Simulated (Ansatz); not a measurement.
Take Al2Os (space group I4/mmm, No. 139; a = 3.1558 Å, c = 8.2963 Å; a cell from a computed database, its experimental status unchecked) as the base.

Levels (all Ansatz, a quantum-chemistry and plane-wave program, PAW): PBEsol (420 eV, spin-orbit coupling left out); r2SCAN (500 eV, no spin-orbit coupling).

The geometry is relaxed with PBEsol.

- PBEsol width of the top valence band: 1.66 eV
- PBEsol band gap: 0.28 eV
- PBEsol smallest direct gap: 1.23 eV

Question: Predict the width of the top valence band, band gap and smallest direct gap from r2SCAN.

Answer: The width of the top valence band grows by 0.09 eV (1.66 eV → 1.75 eV); the band gap grows by 0.19 eV, from 0.28 eV to 0.47 eV; the smallest direct gap increases by 0.24 eV, from 1.23 eV to 1.47 eV.

Single points use the geometry relaxed with PBEsol. Spin-orbit coupling, missing from the scalar runs, can matter with Os. Whether these cells are dynamically stable was not tested.
